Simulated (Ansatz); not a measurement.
The parent structure is KTaO3 in the cubic perovskite structure (space group Pm-3m, No. 221; a = 3.985 Å).

The values are results of PBEsol in Ansatz (plane waves to 420 eV, PAW, scalar-relativistic without spin-orbit coupling), not measurements.

For the base:

* **Band gap**: 2.14 eV
* **Gap character**: indirect, R → Γ
* **Density**: 7.03 g/cm³

Modification: a hydrostatic pressure of 0.7 GPa.

What does the calculation give for the band gap, gap character and density after the change?

The band gap stays 2.14 eV; the gap character stays indirect, R → Γ; the density grows by 0.024 g/cm³ to 7.06 g/cm³.

Spin-orbit coupling, missing from the scalar runs, can matter with Ta. Load acts through the strain it causes; cell and atoms are relaxed under it. Whether these cells are dynamically stable was not tested.

Ansatz is a first-principles code.
